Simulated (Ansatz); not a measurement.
Al (Im-3m, No. 229, 1 atom in the cell; start mp-998860; another form than the element's usual one), treated with LDA in Ansatz (plane waves, PAW).

Run with plane-wave cutoff 520 eV, 24×24×24 k mesh, Fermi–Dirac smearing 0.05 eV, scalar-relativistic PAW data made under PBE.

Cell (relaxed at this level):

Al is taken in the cubic space group Im-3m (No. 229), the bcc (W type) structure, Pearson symbol cI2. Conventional cell: a = b = c = 3.188 Å, α = β = γ = 90.00°. Al on 2a has 8 Al at 2.761 Å and 6 Al at 3.188 Å. (Neighbours: up to the widest gap in distance over summed covalent radii, below 1.35, at either atom.)
(The calculation used a cell of 1 atom; values per cell refer to that cell.)

Give the computed bulk modulus B0.


- bulk modulus B0: 75.2 GPa

The run finds no gap.

Note: the bulk modulus is −V dP/dV from two relaxed cells at ±2 % in volume; the relaxation could not lower the start's symmetry, so the cell can be a saddle point above a distorted one.

The computed numbers hold no vibrational or temperature effects.

A start named mp-… is a Materials Project structure, which need not be a measured phase.

Ansatz is a program for electronic structure.
